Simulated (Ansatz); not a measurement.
Input and output of a self-consistent single point for Be (P6_3/mmc, 4 atoms in the cell) (Ansatz, a first-principles code)

Level of theory: LDA (PW92), default PAW files made with PBE (plane waves; Ansatz).

Input as run:

Ansatz 0.2 input:
```yaml
# Be
crystal:
  lattice:
    - [2.27001500, 0.00000000, 0.00000000]
    - [-1.13500700, 1.96589000, 0.00000000]
    - [0.00000000, 0.00000000, 7.30378700]
  atoms:
    - { symbol: Be, position: [0.00000000, 0.00000000, 0.00000000] }
    - { symbol: Be, position: [0.00000000, 0.00000000, 0.50000000] }
    - { symbol: Be, position: [0.33333300, 0.66666700, 0.25000000] }
    - { symbol: Be, position: [0.66666700, 0.33333300, 0.75000000] }
kpoints:
  mp_grid: { grid: [13, 13, 4] }
hamiltonian:
  xc: lda
  pseudopotentials: { kind: paw }
scf:
  occupations: { method: cold, width: 0.1 }
output:
  forces: true
  eigenvalues: true
  stress: true
```

Log, with long lists cut:

```
WARN the atoms were moved onto the symmetric positions of the space group found under crystal.symmetry.tolerance 1.0e-5 (fractional …
WARN basis.ecutwfc = 420 eV, the default
WARN ansatz: RAYON_NUM_THREADS=1 ignored (pool sized by the plan → 1); use --threads N
Pseudopotentials: kind: paw
Pseudopotential: Be, paw, valence charge 2
Crystal: 4 atoms, lattice volume = 32.594 Å³
Basis set: ecut = 420 eV, 637 PW (Γ)
Bands: 8, of which v1, the nominal top of the filled ones, is band 4 counted from 1 (3 counted from 0)
Symmetry: 24 space group operations
Space group: P63/mmc (ITA 194), of the structure as read, at distance tolerance 3.2e-5 Å
k-points: 63 of 676
PAW frozen core: Be, regenerated for the run's functional, and the local potential with it
Initial density: superposition of atomic densities (neutral atoms: chi_scale 0, normalization atom), corrected by the library's trained network
Initial wavefunctions: pseudopotential atomic-orbital guess
Eigensolver: davidson
Functional: x = slater, c = lda
SCF iter   1: F=—  HF=-352.733147 eV  |F-HF|=—  |Δ(HF+E_count)|=         —  Δρ=2.99e-3  dr2=3.14e-3  ethr=1.77e-3  ⟨swp⟩=5.2  Hψ=3737  notcnv=0
all-band conjugate gradients solve this SCF's bands
preconditioner: auto → none
SCF iter   2: F=—  HF=-352.732404 eV  |F-HF|=—  |Δ(HF+E_count)|=   7.44e-4  S|Δr|=    0.00e0  Δρ=1.81e-3  dr2=1.11e-3  ethr=3.92e-5  ⟨swp⟩=1.0  Hψ=1008  notcnv=0
SCF iter   3: F=—  HF=-352.732040 eV  |F-HF|=—  |Δ(HF+E_count)|=   3.63e-4  S|Δr|=    0.00e0  Δρ=7.09e-5  dr2=2.46e-6  ethr=1.39e-5  ⟨swp⟩=1.8  Hψ=664  notcnv=0
SCF iter   4: F=—  HF=-352.732039 eV  |F-HF|=—  |Δ(HF+E_count)|=   1.16e-6  S|Δr|=    0.00e0  Δρ=2.77e-5  dr2=6.39e-7  ethr=1.25e-9  ⟨swp⟩=6.2  Hψ=2737  notcnv=0
SCF iter   5: F=-352.732039 eV  HF=-352.732039 eV  |F-HF|=1.77e-8  |Δ(HF+E_count)|=   2.56e-7  S|Δr|=    0.00e0  Δρ=5.03e-6  dr2=2.08e-8  ethr=1.25e-9  ⟨swp⟩=2.3  Hψ=1719  notcnv=0
SCF 1 converged in 5 iterations: F = -352.732039 eV  dr2 = 2.08e-8
SCF converged after 5 iterations
Stability not checked (fill_not_monotonic)
Free energy (F): -352.732039 eV
Harris-Foulkes:  -352.732039 eV  (|F-HF|=1.77e-8)
Internal energy: -352.730796 eV  (E = F + TS)
E sigma→0 (E₀):  -352.731625 eV
Entropy (-TS):   -0.001242 eV (-0.311 meV/atom)
Fermi energy:    7.685666 eV
Step filling:    the computed levels leave a gap of 0.0333 eV = 0.3 smearing widths
--- Per-component energies (eV) ---
  E_band       = 22.042753
  E_kinetic    = 83.522684
  E_local      = 9.341257  (includes V_loc(G=0)·N_el)
  E_nonlocal   = 18.119619
  E_hartree    = 0.116084
  E_xc         = -78.223603
  E_vxc        = -83.033603  (∫ρ·V_xc dr)
  E_paw        = -220.392501  (= ΣΔE_a)
  E_vpaw       = -6.139370  (= ΣTr[D̂ρ^β])
  E_aug_tail   = -0.000003  (compensation charges beyond the density's cutoff)
  E_ewald      = -165.335482
  E_core_change = 0.121148  (= ΣΔE_core)
  E_smearing   = -0.001242  (= −TS)
  E_closure    = -0.000000  (closes the sum)
  Σ components = -352.732039   (vs F -352.732039, Δ=0.00e0)
--- Forces (eV/Å), atoms counted from 1 ---
  atom   1  Be    -0.00000000     0.00000000     0.00000000
   [... zero for the other atoms too ...]
  max |Σ_I F_I| component: 3.70e-17 eV/Å
--- Stress (GPa, compression-positive) ---
       -7.456594       0.000000      -0.000000
        0.000000      -7.456594       0.000000
       -0.000000       0.000000     -12.180238
  P = ⅓ Tr σ = -9.0311 GPa (-90.311 kbar)
  The stress holds the Pulay correction. Without it, at fixed plane waves, as pw.x and ABINIT print it: P = -9.0545 GPa
--- Band table (eV; the first three rows and the last of 63) ---
  k-point 0: bands = ["-3.3848", "-1.3564", "-1.3206", "3.1355", "8.4188", "17.4552", "17.4563", "23.5155"]
  k-point 1: bands = ["-3.2566", "-2.2312", "-0.2086", "2.4392", "9.4111", "14.3805", "20.6830", "23.6057"]
  k-point 2: bands = ["-2.8718", "-2.8718", "1.1094", "1.1094", "11.6218", "11.6218", "23.7866", "23.7866"]
  k-point 62: bands = ["5.0255", "5.0255", "7.0477", "7.0477", "7.7024", "7.7024", "10.1884", "10.1884"]
```

The run converged in 5 iterations.

The starting cell was generated: these elements placed on a structure prototype, without a prior relaxation; it need not be a known phase or ordering of this composition. With a pressure of about -9 GPa the cell is away from its equilibrium volume at this level. Ansatz's pressure includes its estimate of the finite-basis (Pulay) stress.
